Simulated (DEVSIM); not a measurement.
Structure: Al/SiO2/n-Si capacitor, at 300 K.

Layer 1 from the left is SiO2, thickness (nm) 21.0. Layer 2 from the left is Si, thickness (nm) 2700, Nd (cm⁻³) 8.8e16.

Metal gate on the left, work function 4.1 eV. Fixed charge at the semiconductor interface -5.8e11 cm⁻² (in units of +e); no interface traps.

This is a model device: material constants are rounded textbook-type values typed into the input, and sizes, dopings and lifetimes were drawn at random. Values at 300 K.

SiO2: gap (eV) 9, affinity (eV) 0.9, permittivity 3.9. Si: gap (eV) 1.124, affinity (eV) 4.05, permittivity 11.7, Nc (cm⁻³) 2.86e19, Nv (cm⁻³) 3.1e19.

### Question
Estimate by hand the flat-band voltage, the threshold voltage, and compare with a numerical solution.

### Answer

- Flat-band voltage: C = 0.164 μF/cm², work-function difference -0.100 V; VFB = φms − qNf/C = 0.47 V; numerical 0.47 V.
- Threshold voltage: φF = 0.411 V, depletion charge √(4εqNφF) = 1.55e-7 C/cm²; VT = VFB − 2φF − Qd/C = -1.30 V; numerical -1.30 V.

DEVSIM, 1D Poisson equation in equilibrium, Boltzmann statistics, complete ionisation; no quantum confinement or tunnelling. Metal contacts follow the ideal Schottky-Mott rule: no Fermi-level pinning, no interface dipoles.
